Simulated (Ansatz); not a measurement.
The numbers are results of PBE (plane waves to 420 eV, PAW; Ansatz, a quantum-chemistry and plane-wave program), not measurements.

Planar average of the electrostatic potential across the slab, in eV from the Fermi level, for a constructed model of the (0001) surface of hcp Ti, a pseudomorphic layer of Re in the other hollow (bottom of the slab: a bare face, its two planes held):

(z (Å), V (eV)): (3.67, 4.42); (3.95, 4.42); (4.24, 4.42); (4.52, 4.41); (4.80, 4.39); (5.08, 4.35); (5.37, 4.29); (5.65, 4.16); (5.93, 3.94); (6.21, 3.52); (6.50, 2.78); (6.78, 1.48); (7.06, -0.76); (7.34, -5.14); (7.62, -9.92); (7.91, -12.58); (8.19, -12.52); (8.47, -9.78); (8.75, -4.98); (9.04, -0.98); (9.32, -0.45); (9.60, -3.36); (9.88, -8.31); (10.17, -11.83); (10.45, -12.66); (10.73, -10.71); (11.01, -6.31); (11.30, -1.75); (11.58, -0.32); (11.86, -2.07); (12.14, -6.77); (12.43, -10.96); (12.71, -12.63); (12.99, -11.61); (13.27, -7.96); (13.56, -3.08); (13.84, -0.54); (14.12, -1.32); (14.40, -5.46); (14.69, -10.09); (14.97, -12.50); (15.25, -12.17); (15.53, -9.15); (15.81, -4.35); (16.10, -1.01); (16.38, -1.25); (16.66, -5.03); (16.94, -9.71); (17.23, -12.33); (17.51, -12.28); (17.79, -9.48); (18.07, -4.58); (18.36, -0.53); (18.64, 0.41); (18.92, -1.17); (19.20, -5.72); (19.49, -10.36); (19.77, -12.65); (20.05, -12.02); (20.33, -8.95); (20.62, -5.42); (20.90, -6.28); (21.18, -13.05); (21.46, -19.23); (21.75, -21.06); (22.03, -17.26); (22.31, -9.68); (22.59, -2.23); (22.87, 1.38); (23.16, 3.02); (23.44, 3.80); (23.72, 4.16); (24.00, 4.34); (24.29, 4.42); (24.57, 4.46); (24.85, 4.47); (25.13, 4.48); (25.42, 4.49); (25.70, 4.49); (25.98, 4.49)

Slab: 7 atoms, 14.4 Å thick at the start; k 15x15x1, smearing 0.1 eV, dipole-corrected; 2 atoms held, the rest relaxed; held to the start's symmetry, so lower structures may exist; no spin, no spin-orbit, no U. In PBE it is, or lies within 0.01 eV a 1x1 cell of, the lowest of the 2 structures of its composition computed so far; larger cells were not tried.

The vacuum level lies 4.49 eV above the Fermi level over the top face and 4.43 eV above it under the bottom face.
